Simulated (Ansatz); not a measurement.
Base system: Sn in the diamond structure (space group Fd-3m, No. 227; a = 6.5402 Å; relaxed with 0.1 eV smearing).

Method: PBEsol (Ansatz, an electronic-structure program), no spin-orbit coupling.

For the base:

Pressure: 0.0 GPa
Band gap: zero

The change: the cell is scaled by 0.9950 in all directions, atoms relaxed at fixed cell.

Task: What does the calculation give for the energy relative to the base after the change?

Result: The energy increases by 1.1 meV/atom.

Task: What does the calculation give for the pressure after the change?

Result: The pressure goes from zero to 0.7 GPa.

Task: How does this affect the band gap?

Result: The band gap remains zero.

The cells carry an imposed strain or load. Whether these cells are dynamically stable was not tested.
